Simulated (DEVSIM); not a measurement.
# abrupt Si p-n junction

System: abrupt Si p-n junction, at 300 K.

| layer (left to right) | material | thickness (μm) | Nd (cm⁻³) | Na (cm⁻³) | τn (s) | τp (s) |
|---|---|---|---|---|---|---|
| 1 | Si | 20.0 | - | 1.5e17 | 2e-6 | 2e-6 |
| 2 | Si | 5.60 | 1.5e15 | - | 2e-6 | 2e-6 |

Left contact: ohmic. Right contact: ohmic. Voltage is applied to the left contact. Recombination: SRH at mid-gap, Auger. Mobility is μmin + (μ − μmin)/(1 + (N/Nref)^α).

This is a model device: material constants are rounded textbook-type values typed into the input, and sizes, dopings and lifetimes were drawn at random. Values at 300 K.

```csv
parameter,Si
gap (eV),1.124
affinity (eV),4.05
permittivity,11.7
Nc (cm⁻³),2.86e19
Nv (cm⁻³),3.1e19
μn (cm²/Vs),1417
μp (cm²/Vs),470
"μn,min",52
"μp,min",45
"Nref,n",9.7e16
"Nref,p",2.2e17
αn,0.68
αp,0.72
Cn (cm⁶/s),2.8e-31
Cp (cm⁶/s),9.9e-32
```

Model (solved in DEVSIM): 1D drift-diffusion, Boltzmann statistics, complete ionisation; no tunnelling, impact ionisation, image-force lowering or self-heating.

```
Quantity                                            Value
---------------------------------------------  ----------
Potential step across the device at zero bias     0.731 V
Largest field in the device at zero bias       26000 V/cm
Dark forward voltage at 1 A/cm²                   0.572 V
Dark forward voltage at 100 A/cm²                 0.767 V
```

Dark reverse current:

| V (V) | J (A/cm²) |
|---|---|
| -0.10 | -5.0e-9 |
| -0.25 | -9.5e-9 |
| -0.50 | -1.6e-8 |
| -0.75 | -2.1e-8 |
| -1.00 | -2.6e-8 |
| -1.50 | -3.4e-8 |
| -2.00 | -4.1e-8 |
| -2.50 | -4.7e-8 |
| -3.25 | -5.5e-8 |
| -4.00 | -6.3e-8 |
| -5.00 | -7.2e-8 |

Dark forward current:

(V (V), J (A/cm²)): (0.05, 7.8e-9); (0.15, 1.6e-7); (0.25, 5.2e-6); (0.30, 3.4e-5); (0.40, 0.0015); (0.50, 0.070); (0.60, 2.6); (0.65, 11); (0.75, 80); (0.85, 270); (0.95, 620); (1.00, 870); (1.10, 1500); (1.20, 2400)
